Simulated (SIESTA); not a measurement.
A self-consistent single point of MgSc3Ru2 (P4/mmm, 6 atoms in the cell) with SIESTA.

Level of theory: GGA PBEsol, numerical atomic orbitals TZP, PseudoDojo PBEsol standard norm-conserving potentials (rewritten from UPF to PSML) (SIESTA 5.4.2).

The change in words: lattice scaled by 0.98. Reference geometry:
```
MgSc3Ru2
1.0
    3.26799     0.00000     0.00000
    0.00000     3.26799     0.00000
    0.00000     0.00000    10.92427
Mg Sc Ru
1 3 2
Direct
  0.50000   0.50000   0.50000
  0.00000   0.00000   0.00000
  0.00000   0.00000   0.71455
  0.00000   0.00000   0.28545
  0.50000   0.50000   0.84736
  0.50000   0.50000   0.15264
```

Reference input (self-consistent single point, DFT, GGA PBEsol, numerical atomic orbitals TZP, PseudoDojo PBEsol standard norm-conserving potentials (rewritten from UPF to PSML)): XC.functional = GGA; XC.authors = PBEsol; potentials = PseudoDojo PBEsol standard; PAO.BasisSize = TZP; PAO.EnergyShift = 0.005 Ry; MeshCutoff = 350 Ry; kgrid.MonkhorstPack = 7 7 3; OccupationFunction = FD; ElectronicTemperature = 0.1 eV; MaxSCFIterations = 150; SCF.Mixer.Method = Pulay; SCF.Mixer.Weight = 0.1. This run's input differs from it in these lines:

```diff
@@ -11,3 +11,3 @@
 %endblock ChemicalSpeciesLabel
-LatticeConstant              3.267991 Ang
+LatticeConstant              3.202631 Ang
 %block LatticeVectors
@@ -15,3 +15,3 @@
      0.000000000    1.000000000    0.000000000
-     0.000000000    0.000000000    3.342810614
+     0.000000000    0.000000000    3.342810958
 %endblock LatticeVectors
@@ -19,8 +19,8 @@
 %block AtomicCoordinatesAndAtomicSpecies
-     1.633995500    1.633995500    5.462137500  1
+     1.601315500    1.601315500    5.352895000  1
      0.000000000    0.000000000    0.000000000  2
-     0.000000000    0.000000000    7.805940701  2
-     0.000000000    0.000000000    3.118334299  2
-     1.633995500    1.633995500    9.256793664  3
-     1.633995500    1.633995500    1.667481336  3
+     0.000000000    0.000000000    7.649822245  2
+     0.000000000    0.000000000    3.055967755  2
+     1.601315500    1.601315500    9.071658214  3
+     1.601315500    1.601315500    1.634131786  3
 %endblock AtomicCoordinatesAndAtomicSpecies
```

Output, abridged:

```
        iscf     Eharris(eV)        E_KS(eV)     FreeEng(eV)     dDmax    Ef(eV) dHmax(eV)
   scf:    1   -10956.481443   -11039.481956   -11039.603671  1.425113 -5.297532 11.450741
   scf:    2   -11061.230638   -11053.675699   -11053.785700  0.394783 -5.523575  5.734940
   scf:    3   -11057.116994   -11055.842954   -11055.952509  0.153744 -5.622901  5.061087
   scf:    4   -11056.729718   -11056.381740   -11056.494747  0.064112 -5.667643  2.859065
   scf:    5   -11057.165150   -11056.844433   -11056.958050  0.085038 -5.750175  1.456492
   [... 9 lines left out ...]
   scf:   15   -11057.022840   -11057.022845   -11057.135948  0.000200 -5.883627  0.001313
   scf:   16   -11057.022839   -11057.022842   -11057.135948  0.000061 -5.883746  0.000358
   scf:   17   -11057.022840   -11057.022841   -11057.135948  0.000017 -5.883783  0.000146
   scf:   18   -11057.022841   -11057.022841   -11057.135948  0.000006 -5.883786  0.000054
SCF Convergence by DM+H criterion
max |DM_out - DM_in|         :     0.0000064935
max |H_out - H_in|      (eV) :     0.0000544251
SCF cycle converged after 18 iterations

Using DM_out to compute the final energy and forces

siesta: E_KS(eV) =           -11057.0228

siesta: E_KS - E_eggbox =    -11057.0228

siesta: Atomic forces (eV/Ang):
     1    0.000000   -0.000000   -0.000000
     2    0.000000    0.000000    0.000000
     3    0.000000    0.000000    0.016254
     4   -0.000000   -0.000000   -0.016253
     5   -0.000000    0.000000    0.141431
     6   -0.000000   -0.000000   -0.141433
   Tot   -0.000000   -0.000000   -0.000001
   Max    0.141433
   Res    0.047454    sqrt( Sum f_i^2 / 3N )
   Max    0.141433    constrained

   [... lines left out ...]
siesta: FreeEng =    -11057.135948
siesta: Cell volume =        109.807632 Ang**3
siesta:           4.03019514         -1.44898111  kBar
   [... lines left out ...]

             -0.134  -0.048  -0.134  -0.063   0.052   0.066   0.003   0.066

             -0.082

mulliken: Qtot =       75.000

Mulliken Atomic Populations:
Atom #   charge [q] valence [e]  Species
     1    -0.418656   10.418656  Mg
     2     0.513978   10.486022  Sc
     3     0.446113   10.553887  Sc
     4     0.446113   10.553887  Sc
     5    -0.493774   16.493774  Ru
     6    -0.493774   16.493774  Ru
 Total    -0.000000
```

The run converged in 18 iterations. Against the reference run the free energy drops by 20.7 meV/atom, the pressure goes from -5.79 to 0.40 GPa and the largest force goes from 0.470 to 0.141 eV/Å.

The starting cell comes from a database of computed structures (which also holds hypothetical and non-ambient phases and stackings), without a prior relaxation at this level. Its lattice was rescaled by a random factor within 2.5 % of one. For this run, on top of that: lattice scaled by 0.98. Spin polarisation is off. Values carry the incompleteness of an atom-centred basis.

Cost on one core of a shared machine: roughly 5 min.
